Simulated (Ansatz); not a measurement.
The starting structures come from a database of crystals and need not be the phases stable at ambient conditions.

By LDA and PBEsol, the system below comes out a metal.

Consider the following.

```yaml
crystal:
  lattice:
    - [2.81549, 0.00000, 0.00000]
    - [1.13790, 5.06470, 0.00000]
    - [0.01295, -0.66007, 2.74185]
  atoms:
    - { symbol: Au, position: [0.67286, 0.72594, 0.33404] }
    - { symbol: Au, position: [0.32714, 0.27406, 0.66596] }
```

Space group of this cell: P-1. The cell is taken as given; by PBEsol its mean pressure is -8.0 GPa.

The current runs along the normal of the first two printed vectors. All runs by Ansatz (a program for electronic structure), plane waves and PAW, without spin-orbit coupling; the base is PBEsol.

| run | mean pressure (GPa) | G/A, both spins (10¹⁵ S/m²) |
|---|---|---|
| base | -8.0 | 0.81 |
| all lengths scaled by 0.98 | -0.5 | 0.84 |
| all lengths scaled by 1.02 | -13.0 | 0.78 |
| lda in place of pbesol | -11.9 | 0.82 |
| lengths across the current scaled by 0.98, ions clamped | -3.3 | 0.82 |
| lengths across the current scaled by 1.02, ions clamped | -11.5 | ___ |
| lengths along the current scaled by 0.97, ions clamped | -4.3 | 0.84 |
| lengths along the current scaled by 1.03, ions clamped | -10.6 | ___ |

### Question
What belongs in the gaps?

### Answer

- lengths across the current scaled by 1.02, ions clamped, G/A, both spins (10¹⁵ S/m²): 0.80
- lengths along the current scaled by 1.03, ions clamped, G/A, both spins (10¹⁵ S/m²): 0.77
